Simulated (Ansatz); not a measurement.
The starting structures come from a database of crystals and need not be the phases stable at ambient conditions.

 Where the default PAW files enter, the runs use the earlier of Ansatz's two default sets.

The decay constant κ of evanescent states in the gap governs leakage through a thin film.

Here is the system:

```yaml
crystal:
  lattice:
    - [6.39299, 0.00000, 0.00000]
    - [-3.19650, 5.53650, 0.00000]
    - [3.19650, 1.84550, 2.60993]
  atoms:
    - { symbol: Cs, position: [0.00000, 0.00000, 0.00000] }
    - { symbol: Ca, position: [0.00000, 0.50000, 0.50000] }
    - { symbol: F, position: [0.50000, 0.50000, 0.00000] }
    - { symbol: F, position: [0.50000, 0.00000, 0.00000] }
    - { symbol: F, position: [0.00000, 0.50000, 0.00000] }
```

Space group of this cell: Pm-3m, cubic perovskite. The cell is taken as given.

Transport runs along the normal of the first two printed cell vectors, the (111) plane of the conventional cell.

The gap is the functional's own. No spin-orbit coupling. Mid-gap values are interpolated on the energy grid.

Q: Predict the band gap and the smallest decay constant κ at mid-gap from r2SCAN (Ansatz, a first-principles code).

A: Gap 8.03 eV on a 12×12×12 mesh; κ = 0.504 1/Å, at the zone centre.
